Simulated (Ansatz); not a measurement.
Consider BN in the zinc blende structure (space group F-43m, No. 216).

```
CELL_PARAMETERS angstrom
      0.00000     1.80256     1.80256
      1.80256     0.00000     1.80256
      1.80256     1.80256     0.00000
ATOMIC_POSITIONS crystal
  N  0.75000 0.75000 0.75000
  B  0.00000 0.00000 0.00000
```

Cartesian axes are those of the cell as printed.

All numbers come from DFT with PBEsol, PAW potentials and a 420 eV plane-wave cutoff in Ansatz (an electronic-structure program), no SOC, earlier PAW set.

Before the change:

| Item | Result |
|---|---|
| Band gap | 4.29 eV |
| Smallest direct gap | 8.80 eV |

One thing is altered: uniaxial stress, 2 GPa tension along z; all other stress components relax to zero.

### Question
What happens to the band gap, energy relative to the base, smallest direct gap and strain response?

### Answer
The band gap falls by 0.03 eV (4.29 eV → 4.26 eV); the energy hardly moves; the smallest direct gap drops by 0.026 eV, from 8.80 eV to 8.78 eV; the strain response (xx, yy, zz) is (−0.05, −0.05, +0.28) %.

Beyond what the load breaks, stability against distortions was not tested.
